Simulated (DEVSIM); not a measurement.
Device: abrupt Ge n-p junction, at 250 K.

| layer (left to right) | material | thickness (μm) | Nd (cm⁻³) | Na (cm⁻³) | τn (s) | τp (s) |
|---|---|---|---|---|---|---|
| 1 | Ge | 0.210 | 2.9e16 | - | 3.1e-5 | 3.1e-5 |
| 2 | Ge | 190 | - | 2.5e14 | 3.1e-5 | 3.1e-5 |

Left contact: ohmic. Right contact: ohmic. Voltage is applied to the left contact. Recombination: SRH at mid-gap, Auger. Mobility is μmin + (μ − μmin)/(1 + (N/Nref)^α).

This is a model device: material constants are rounded textbook-type values typed into the input, and sizes, dopings and lifetimes were drawn at random. Values at 300 K; Nc and Nv go as T^1.5, mobilities as T to minus their exponent, the gap by Varshni's rule with the affinity fixed.

```tsv
parameter	Ge
gap (eV)	0.664
affinity (eV)	4
permittivity	16
Nc (cm⁻³)	1.04e19
Nv (cm⁻³)	6e18
μn (cm²/Vs)	3900
μp (cm²/Vs)	1900
μn,min	150
μp,min	100
Nref,n	2.6e17
Nref,p	4e17
αn	0.56
αp	0.6
T exponent of μn	1.66
T exponent of μp	2.33
Cn (cm⁶/s)	1e-31
Cp (cm⁶/s)	1e-31
Varshni α (eV/K)	0.000477
Varshni β (K)	235
```

Simulated with DEVSIM: 1D drift-diffusion, Boltzmann statistics, complete ionisation; no tunnelling, impact ionisation, image-force lowering or self-heating.

The doping Nd of layer 1 was swept, all else fixed.

```csv
doping Nd of layer 1 (cm^-3),potential step across the device at zero bias (V),dark forward voltage at 1 A/cm² (V),largest field in the device at zero bias (V/cm)
8.7e14,0.275,0.322,3400
2.9e15,0.301,0.333,4000
8.7e15,0.325,0.329,5100
2.9e16,0.351,0.318,8000
8.7e16,0.374,0.310,13000
2.9e17,0.400,0.304,23000
8.7e17,0.424,0.301,40000
```

From the first row to the last the potential step across the device at zero bias goes from 0.275 to 0.424. From the first row to the last the dark forward voltage at 1 A/cm² goes from 0.322 to 0.301.
